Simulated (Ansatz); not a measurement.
We consider rock-salt LaS, described by HSE06 (Ansatz, a quantum-chemistry and plane-wave program, PAW).

Settings: plane-wave cutoff 460 eV, 8×8×8 k mesh, Fermi–Dirac smearing 0.05 eV, scalar-relativistic PAW data made under PBE.

Cell (relaxed at this level):

```cif
data_La4S4
_chemical_formula_sum 'La4 S4'
_space_group_name_H-M_alt 'Fm-3m'
_space_group_IT_number 225
_space_group_name_Hall '-F 4 2 3'
_cell_length_a 5.85873
_cell_length_b 5.85873
_cell_length_c 5.85873
_cell_angle_alpha 90.000
_cell_angle_beta 90.000
_cell_angle_gamma 90.000
loop_
_atom_site_label
_atom_site_type_symbol
_atom_site_symmetry_multiplicity
_atom_site_Wyckoff_symbol
_atom_site_fract_x
_atom_site_fract_y
_atom_site_fract_z
_atom_site_occupancy
La1 La 4 a 0.00000 0.00000 0.00000 1
S1 S 4 b 0.50000 0.50000 0.50000 1
```
(The calculation used a cell of 2 atoms; values per cell refer to that cell.)

Question: Estimate the bulk modulus and pressure derivative B′ of the bulk modulus that the calculation returns.

Answer: 
- bulk modulus: 86.7 GPa
- pressure derivative B′ of the bulk modulus: 4.5

The run finds no gap.

Note: the relaxation could not lower the start's symmetry, so the cell can be a saddle point above a distorted one.

Spin–orbit coupling is not included; it can open a gap where bands touch, and shift volumes and moduli.

Computed values are for the static lattice.
